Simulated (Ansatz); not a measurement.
Worked example: relaxation of the atoms of LaNi2B2C (I4mm, 6 atoms in the cell) in Ansatz (a quantum-chemistry and plane-wave program).

Computed with LDA (PW92), default PAW files made with PBE (plane waves; Ansatz).

The change in words: one atom moved by 0.15 angstrom; relax: default → atoms; relax.f_tol: default → 0.2 eV/Å. Reference geometry:
```xyz
6
Lattice="-1.8798 1.8798 4.8846 1.8798 -1.8798 4.8846 1.8798 1.8798 -4.8846" Properties=species:S:1:pos:R:3 pbc="T T T"
La     0.0000     0.0000     0.0000
Ni     0.0000     1.8798     2.4423
Ni     1.8798     0.0000     2.4423
B      0.0000     0.0000     3.4010
B      0.0000     0.0000     6.3683
C      0.0000     0.0000     4.8846
```

Reference input (self-consistent single point, DFT, LDA (PW92), plane waves, default PAW files made with PBE): basis.ecutwfc = 420 eV; kpoints.mp_grid.grid = 12 12 12; hamiltonian.xc = lda; hamiltonian.pseudopotentials = {kind: paw} (the program's default PAW files); scf.occupations.method = fermi_dirac; scf.occupations.width = 0.1 eV. This run's input differs from it in these lines:

```diff
@@ -6,3 +6,3 @@
   atoms:
-    - { symbol: La, position: [0.000000, 0.000000, 0.000000] }
+    - { symbol: La, position: [0.015354, 0.015354, 0.000000] }
     - { symbol: Ni, position: [0.750000, 0.250000, 0.500000] }
@@ -25,2 +25,4 @@
     width: 0.1 eV
+relax:
+  f_tol: 0.2
 output:
```

Log, with long lists cut:

```
   [... SCF lines of the steps left out ...]
relax step   1: F+E_penalty+E_count = -18168.20659927 eV  Δ(F+E_penalty+E_count) = +0.000e0 eV  max|allowed force component| = 9.079e-1 eV/Å  Δτ_max = 0.0000 Å  (6 SCF iters, dr2 threshold 1.00e-4 eV, accepted)
relax step   2: F+E_penalty+E_count = -18168.24911846 eV  Δ(F+E_penalty+E_count) = -4.252e-2 eV  max|allowed force component| = 5.417e-1 eV/Å  Δτ_max = 0.1950 Å  (6 SCF iters, dr2 threshold 5.15e-5 eV, accepted)
relax step   3: F+E_penalty+E_count = -18168.27003982 eV  Δ(F+E_penalty+E_count) = -2.092e-2 eV  max|allowed force component| = 3.740e-1 eV/Å  Δτ_max = 0.0671 Å  (7 SCF iters, accepted)
relax step   4: F+E_penalty+E_count = -18168.27517843 eV  Δ(F+E_penalty+E_count) = -5.139e-3 eV  max|allowed force component| = 5.836e-3 eV/Å  Δτ_max = 0.0152 Å  (6 SCF iters, dr2 threshold 4.98e-5 eV, accepted)
relax step   5: F+E_penalty+E_count = -18168.27517850 eV  Δ(F+E_penalty+E_count) = -7.569e-8 eV  max|allowed force component| = 5.995e-3 eV/Å  Δτ_max = 0.0000 Å  (6 SCF iters, accepted)
the relaxation is at rest under the 8 symmetry operations that the run kept from its start: a minimum is not shown …
Free energy (F): -18168.275179 eV
Internal energy: -18168.202694 eV  (E = F + TS)
E sigma→0 (E₀):  -18168.238936 eV
Entropy (-TS):   -0.072484 eV (-12.081 meV/atom)
Fermi energy:    14.485082 eV
--- Forces (eV/Å), atoms counted from 1 ---
  atom   1  La    -0.00000000     0.00000000     0.00030725
  atom   2  Ni     0.00000000     0.00000000    -0.00077830
  atom   3  Ni    -0.00000000    -0.00000000    -0.00077830
  atom   4  B     -0.00000000     0.00000000    -0.00515206
  atom   5  B      0.00000000     0.00000000     0.00599472
   [... lines left out ...]
    - { symbol: Ni, position: [0.7525654754971904, 0.2525654754971905, 0.5] }
    - { symbol: Ni, position: [0.2525654754971905, 0.7525654754971904, 0.5] }
    - { symbol: B, position: [0.3500546823154394, 0.3500546823154394, -1.0672522517000164e-34] }
    - { symbol: B, position: [0.6550539672361811, 0.6550539672361811, 9.81872071564015e-35] }
    - { symbol: C, position: [0.5025546846124144, 0.5025546846124144, 1.3660828821760209e-34] }
```

The run converged.  The full log also holds: “iter 4 did not close the SCF: its close was put off for the readings that it lacked (scf_convergence_deferred on its scf_iter line)”. The full log also holds: “iter 5 did not close the SCF: its close was put off for the readings that it lacked (scf_convergence_deferred on its scf_iter line)”.

Summary of the result:
- Free energy E − TS (on the zero of these files): -18168.2752 eV
- Fermi level (on the code's own zero): 14.49 eV
- Pressure: -6.43 GPa
- Largest force (vector length): 0.006 eV/Å
- Relaxation steps: 5

The starting cell comes from a database of computed structures (which also holds hypothetical and non-ambient phases and stackings), without a prior relaxation at this level. Its lattice was rescaled by up to half a per cent. For this run, on top of that: one atom moved by 0.15 angstrom. Spin polarisation is off. The relaxation keeps the symmetry of its start, so its end need not be a minimum. Ansatz's pressure includes its estimate of the finite-basis (Pulay) stress.

Cost on one core of a shared machine: roughly 3 min.

Keys are those of Ansatz 0.2.
